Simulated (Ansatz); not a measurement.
# Cu, response to strain

Base system: Cu in the fcc (Cu type) structure (space group Fm-3m, No. 225; a = 3.563 Å; relaxed with 0.1 eV smearing). Axes: x, y, z lie along the cube axes.

Strains are applied to the cell and any free atomic positions relax; under biaxial strain the out-of-plane vector relaxes too.

Computed with PBEsol in Ansatz (plane waves to 420 eV, PAW, no spin-orbit coupling), earlier PAW set.

Notes on the quantities. energy relative to the base: free energy F.

```json
[
 {"change": "base", "energy relative to the base": "0 meV/atom", "space group": "Fm-3m (No. 225)", "volume per atom": "11.31 Å³"},
 {"change": "biaxial strain −3.51 %, plane normal [111], relaxed out of plane", "energy relative to the base": "+33 meV/atom", "space group": "R-3m (No. 166)", "volume per atom": "10.80 Å³"},
 {"change": "biaxial strain +1.75 %, plane normal [111], relaxed out of plane", "energy relative to the base": "+6.5 meV/atom", "space group": "R-3m (No. 166)", "volume per atom": "11.56 Å³"},
 {"change": "isotropic strain +1.32 %", "energy relative to the base": "+8.8 meV/atom", "space group": "Fm-3m (No. 225)", "volume per atom": "11.77 Å³"},
 {"change": "uniaxial strain ε_yy = +0.57 %", "energy relative to the base": "+0.2 meV/atom", "space group": "I4/mmm (No. 139)", "volume per atom": "11.38 Å³"},
 {"change": "uniaxial strain ε_zz = −4.66 %", "energy relative to the base": "___", "space group": "I4/mmm (No. 139)", "volume per atom": "10.78 Å³"},
 {"change": "uniaxial strain ε_zz = +1.31 %", "energy relative to the base": "+1.3 meV/atom", "space group": "I4/mmm (No. 139)", "volume per atom": "11.46 Å³"},
 {"change": "tensor shear ε_xz = −1.44 %", "energy relative to the base": "+2.8 meV/atom", "space group": "Immm (No. 71)", "volume per atom": "11.31 Å³"},
 {"change": "tensor shear ε_xy = −1.65 %", "energy relative to the base": "+3.6 meV/atom", "space group": "Immm (No. 71)", "volume per atom": "11.31 Å³"},
 {"change": "tensor shear ε_yz = −1.53 %", "energy relative to the base": "+3.1 meV/atom", "space group": "Immm (No. 71)", "volume per atom": "11.31 Å³"}
]
```

Question: What belongs in the blanks?

Answer: 
- uniaxial strain ε_zz = −4.66 %, energy relative to the base: +17 meV/atom

Whether these cells are dynamically stable was not tested. All final runs are without spin polarisation.

Ansatz is a quantum-chemistry and plane-wave program.
